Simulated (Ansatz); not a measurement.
## SiGe: pressure series

Start from SiGe in the wurtzite structure (space group P6_3mc, No. 186; a = 3.9040 Å, c = 6.4549 Å; a model cell, its experimental status unchecked).

Cell and atoms are relaxed at each pressure.

Level of theory: r2SCAN/PAW in Ansatz (a program for electronic structure), no spin-orbit coupling.

```csv
change,width of the top valence band,band gap,c/a ratio,volume per atom
base,3.59 eV,0.66 eV,1.653,21.30 Å³
pressure −2 GPa,3.48 eV,0.70 eV,1.653,21.84 Å³
pressure −1 GPa,3.54 eV,0.68 eV,1.653,21.56 Å³
pressure 0.9 GPa,3.64 eV,0.65 eV,1.654,21.08 Å³
pressure 2.1 GPa,3.67 eV,0.62 eV,1.654,20.80 Å³
pressure 4.5 GPa,3.78 eV,0.58 eV,1.655,20.30 Å³
pressure 9 GPa,?,?,?,?
pressure 15 GPa,4.20 eV,0.42 eV,1.658,18.65 Å³
pressure 22.5 GPa,4.45 eV,0.31 eV,1.661,17.78 Å³
pressure 30 GPa,4.67 eV,0.22 eV,1.664,17.08 Å³
```

Question: What belongs in the blanks?

Answer: 
- pressure 9 GPa, width of the top valence band: 3.97 eV
- pressure 9 GPa, band gap: 0.51 eV
- pressure 9 GPa, c/a ratio: 1.656
- pressure 9 GPa, volume per atom: 19.51 Å³

Load acts through the strain it causes; cell and atoms are relaxed under it. Stability against distortions was not tested. No other phases were tried under pressure. The zero or small gap of SiGe under pressure 30 GPa can change with the level of theory.
